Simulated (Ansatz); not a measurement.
Density of states of GaN (P6_3mc) above the conduction band minimum, r2SCAN with spin-orbit coupling, rigid bands (Ansatz, a program for electronic structure); cell volume 45.5 Å³.

```tsv
energy from edge (eV)	10⁻³ states/eV/cell
0.006	2.02
0.031	4.50
0.056	6.09
0.081	7.55
0.106	8.87
0.131	10.0
0.156	11.2
0.181	12.6
0.206	13.8
0.231	15.0
0.256	16.1
0.281	17.3
0.319	19.2
0.344	20.4
0.369	21.7
0.394	22.9
0.419	24.2
0.444	25.5
0.469	26.9
0.494	28.1
0.519	29.6
0.544	31.1
0.569	32.3
0.594	33.9
```

What effective density of states at 300 K does this give (∫ g(E) exp(−E/k_BT) dE, both spins, divided by the cell's size)?

2.1e18 cm⁻³, a density-of-states mass of 0.193 mₑ, valleys and band degeneracy included.

Geometry: cell and atoms relaxed with r2SCAN.
